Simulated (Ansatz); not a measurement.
The parent structure is HfS2 in the CdI2 type structure (space group P-3m1, No. 164; layered, stacked along the Cartesian z axis).

HfS₂ is modelled in the trigonal space group P-3m1 (No. 164), the CdI2 type structure, Pearson symbol hP3. Lattice parameters: a = 3.547 Å, b = 3.547 Å, c = 5.577 Å, α = 90.00°, β = 90.00°, γ = 120.00°. Hf on 1a is coordinated by 6 S at 2.516 Å (octahedral). S on 2d has 3 Hf at 2.516 Å (trigonal pyramidal). (Neighbours: up to the widest gap in distance over summed covalent radii, below 1.35, at either atom; cation-cation and far metal-metal contacts left out.)

Levels (all Ansatz, a quantum-chemistry and plane-wave program, PAW): PBEsol-D3(BJ) (420 eV, no spin-orbit coupling); HSE06 (420 eV, no spin-orbit coupling).

Its gap is 0.45 eV with PBEsol-D3(BJ) and 1.30 eV with HSE06.

Modification: full substitution Hf → Zr, then cell and atoms are relaxed.

With PBEsol-D3(BJ) the gap becomes 0.29 eV.

If the HSE06 correction stayed the same, what would the HSE06 gap be, and what does the HSE06 run give?

A rigid correction of +0.85 eV gives 1.14 eV. The HSE06 run gives 1.09 eV, so the correction itself changes by -0.05 eV.

Single points use the geometry relaxed with PBEsol-D3(BJ). HSE06 gaps are upper bounds (no full band path). Spin-orbit coupling, missing from the scalar runs, can matter with Hf. Stability against distortions was not tested. A zero or small gap of ZrS2 can be the functional's error rather than a property of the material.
